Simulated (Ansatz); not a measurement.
Amorphous Al28O45Lu2, 75 atoms at 3.63 g/cm³, one PBE-relaxed geometry, zone centre. Methods: PBE, scalar-relativistic without spin-orbit coupling (Ansatz, an electronic-structure program); r2SCAN, scalar-relativistic without spin-orbit coupling (Ansatz); HSE06, scalar-relativistic without spin-orbit coupling (Ansatz). Plane waves to 420 eV (r2SCAN 500 eV); exact exchange is cut at the cell's faces. At PBE the levels at the filled edge of the gap are localised (band-tail or defect states), and the nearest spread-out levels lie 4.1 eV apart at the zone centre. All rungs ran without spin polarisation.

Preparation: random packing, a CHGNet melt and quench, and a DFT relaxation. O atoms were pushed apart under 1.9 Å during the dynamics, to hinder bonds among them. The hot cell started wider than the set density and was brought back towards it in steps. It is the lowest in DFT energy of 2 quenches. It is a model cell: composition and starting density were chosen by hand, and all elements were melted together. No dispersion term was used. Its density started from a set value of 3.63 and ended at 3.63 g/cm³. Cooling (nominally 280 K/ps over its main leg) ran many orders faster than in experiment, which tends to leave more defects and strain. Values belong to this one cell and scatter from quench to quench. The volume was held where the preparation left it and the shape relaxed, at a PBE pressure of 2.9 GPa. Stress components on the final sampling reach 3.0 GPa.

The relaxation ran on the zone centre alone. At PBE the level gap is 3.54 eV on a 2×2×2 Γ-centred mesh, and the spacing at the zone centre alone 3.55 eV.

Task: What zone-centre spacing does r2SCAN give, roughly?

Result: 4.20 eV (+0.64 eV against PBE).

Task: What zone-centre spacing does HSE06 give, roughly?

Result: 5.28 eV (+1.73 eV against PBE).

The highest filled and the lowest empty state spread over these numbers of atoms (participation numbers): PBE: 3.4 and 71.1; r2SCAN: 3.4 and 70.3; HSE06: 3.6 and 70.6.
